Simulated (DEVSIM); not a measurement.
Structure: Si/Ge p-n heterojunction, at 250 K.

Layer 1 from the left is Si, thickness (μm) 0.250, Na (cm⁻³) 5.4e17, τn (s) 3.4e-6, τp (s) 3.4e-6. Layer 2 from the left is Ge, thickness (μm) 4.70, Nd (cm⁻³) 1.3e17, τn (s) 3.4e-6, τp (s) 3.4e-6.

Left contact: ohmic. Right contact: ohmic. Voltage is applied to the left contact. Recombination: SRH at mid-gap, radiative. Mobility is constant in doping.

The device is made up for the run: typed textbook-type constants, with dimensions and the other settings drawn at random. Values at 300 K; Nc and Nv go as T^1.5, mobilities as T to minus their exponent, the gap by Varshni's rule with the affinity fixed.

Si: gap (eV) 1.124, affinity (eV) 4.05, permittivity 11.7, Nc (cm⁻³) 2.86e19, Nv (cm⁻³) 3.1e19, μn (cm²/Vs) 1417, μp (cm²/Vs) 470, T exponent of μn 2.3, T exponent of μp 2.2, B (cm³/s) 4.7e-15, Varshni α (eV/K) 0.000473, Varshni β (K) 636. Ge: gap (eV) 0.664, affinity (eV) 4, permittivity 16, Nc (cm⁻³) 1.04e19, Nv (cm⁻³) 6e18, μn (cm²/Vs) 3900, μp (cm²/Vs) 1900, T exponent of μn 1.66, T exponent of μp 2.33, B (cm³/s) 6.4e-14, Varshni α (eV/K) 0.000477, Varshni β (K) 235.

Model (solved in DEVSIM): 1D drift-diffusion, Boltzmann statistics, complete ionisation; no tunnelling, impact ionisation, image-force lowering or self-heating. Band offsets follow the typed affinities; no thermionic-emission limit at abrupt steps, no polarisation charge.

Problem. What does the simulation give for the potential step across the device at zero bias, the largest field in the device at zero bias?

Solution. potential step across the device at zero bias 1.016 V; largest field in the device at zero bias 260000 V/cm.
